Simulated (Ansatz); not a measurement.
System: L1₀ (CuAu-type) CuAu. Method: r²SCAN0 (Ansatz, an electronic-structure program, PAW).

Settings: plane-wave cutoff 520 eV, 10×10×8 k mesh (along the axes of the cell as run), Fermi–Dirac smearing 0.05 eV, no spin polarisation, scalar-relativistic PAW data made under PBE.

Computed at the level's own relaxed cell.

Q: What does this level give for the equilibrium lattice constant a (two-atom tetragonal cell) and lattice parameter c (two-atom tetragonal cell)?

A: 
* **equilibrium lattice constant a (two-atom tetragonal cell)**: 2.887 Å
* **lattice parameter c (two-atom tetragonal cell)**: 3.496 Å

Measured, for comparison: lattice constant a 2.8 Å (temperature not stated, no zero-point or thermal correction; as tabulated in Nepal et al. (2019), arXiv:1905.09348); lattice parameter c 3.67 Å (temperature not stated, no zero-point or thermal correction; as tabulated in Mehl et al. (2016), arXiv:1607.02532). Computed (rounded) less measured: lattice constant a +3.1 %, lattice parameter c -4.7 %.

Note: the run has no spin polarisation, so it can have missed a magnetic state.

Spin–orbit coupling is not included; it can shift volumes and moduli of such heavy elements.

The computed numbers hold no vibrational or temperature effects.
